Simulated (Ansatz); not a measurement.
The starting structures come from a database of crystals and need not be the phases stable at ambient conditions.

## Evanescent states of HfO2 (P4_2/mnm, rutile, 6 atoms a cell, 12.4 Å³ an atom, 4 GPa at this level) along the normal of (001)

The numbers are results of r2SCAN (plane waves, PAW; Ansatz, a first-principles code), not measurements.

No gap correction and no spin-orbit coupling; mid-gap is the computed energy nearest the middle.

Energies count from the valence-band top; κ is the least over a 6×6 mesh across the current.

| E (eV) | κ (1/Å) | where |
|---|---|---|
| 0.11 | 0.248 | Γ |
| 0.33 | 0.273 | Γ |
| 0.55 | 0.293 | Γ |
| 0.77 | 0.309 | Γ |
| 0.99 | 0.321 | Γ |
| 1.21 | 0.331 | Γ |
| 1.43 | 0.339 | Γ |
| 1.65 | 0.344 | Γ |
| 1.87 | 0.347 | Γ |
| 2.09 | 0.348 | Γ |
| 2.31 | 0.346 | Γ |
| 2.53 | 0.343 | Γ |
| 2.75 | 0.338 | Γ |
| 2.97 | 0.330 | Γ |
| 3.19 | 0.320 | Γ |
| 3.41 | 0.306 | Γ |
| 3.63 | 0.289 | Γ |
| 3.85 | 0.268 | Γ |
| 4.07 | 0.240 | Γ |
| 4.29 | 0.202 | Γ |
| 4.51 | 0.114 | Γ |

Question: How thick must the barrier be to attenuate the transmission by 10^8 when the electrodes' Fermi level lies at 1.21 eV, and what attenuation does that film give at 0.77 eV?

Answer: d = 8 ln 10 / (2 × 0.331) = 27.8 Å. At 0.77 eV it gives 8 × 0.309/0.331 = 7.5 decades.
